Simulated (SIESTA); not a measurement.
Cost against accuracy: MeshCutoff for MgW4O12 (P-4, 17 atoms in the cell)

Cell: a = 5.3816 Å, b = 5.3816 Å, c = 7.8130 Å, α = 90.00°, β = 90.00°, γ = 90.00°.

Computed with SIESTA with GGA PBEsol+U, numerical atomic orbitals DZP, PseudoDojo PBEsol standard norm-conserving potentials (rewritten from UPF to PSML).

Base settings: XC.functional = GGA; XC.authors = PBEsol; potentials = PseudoDojo PBEsol standard; PAO.BasisSize = DZP; PAO.EnergyShift = 0.01 Ry; MeshCutoff = 350 Ry; kgrid.MonkhorstPack = 3 3 3; OccupationFunction = MP; OccupationMPOrder = 0; ElectronicTemperature = 20 meV.

Misses are taken against the tightest run, 700 Ry (742 Ry used), which need not be fully converged itself. The energy is the free energy per atom.

Core times come from one kind of shared machine and are given to one figure; runs under 30 s give none.

The starting cell comes from a database of computed structures (which also holds hypothetical and non-ambient phases and stackings), without a prior relaxation at this level. The magnetic order is the one reached from the typed start; others were not searched systematically. With U or open f shells several self-consistent states can exist. Values carry the incompleteness of an atom-centred basis. In the base run, with a pressure of about -9 GPa the cell is away from its equilibrium volume at this level. Without a gap this mesh is coarse (it stands for a supercell whose shortest vector is 16 Å).

| MeshCutoff | energy less reference (meV/atom) | largest difference in the force on any atom (eV/Å) | core time / reference (rough) |
|---|---|---|---|
| 140 Ry (153 Ry used) | -3.38 | 0.056 | 0.3 |
| 175 Ry (185 Ry used) | -1.55 | 0.037 | 0.3 |
| 245 Ry (278 Ry used) | -0.56 | 0.041 | 0.4 |
| 280 Ry (290 Ry used) | -0.43 | 0.036 | 0.4 |
| 315 Ry (344 Ry used) | -0.34 | 0.022 | 0.5 |
| 350 Ry (367 Ry used) | -0.25 | 0.020 | 0.5 |
| 402 Ry (417 Ry used) | -0.07 | 0.028 | 0.6 |
| 455 Ry (495 Ry used) | -0.08 | 0.026 | 0.6 |
| 525 Ry (528 Ry used) | -0.03 | 0.022 | 0.7 |
| 612 Ry (652 Ry used) | 0.03 | 0.023 | 1.0 |
| 700 Ry (742 Ry used) | 0.00 | 0.000 | 1 |

Coarsest setting among those run that, with all tighter ones, holds the energy within 1 meV/atom of the reference: 245 Ry (278 Ry used), off by 0.56 meV/atom; it needs about 0.4 of the reference's time.

Coarsest setting among those run that, with all tighter ones, holds the energy within 0.5 meV/atom of the reference: 280 Ry (290 Ry used), off by 0.43 meV/atom; it needs about 0.4 of the reference's time.

The step from 140 Ry (153 Ry used) to 612 Ry (652 Ry used): it takes the miss in the energy from 3.4 to 0.03 meV/atom, for roughly 3 times the time.
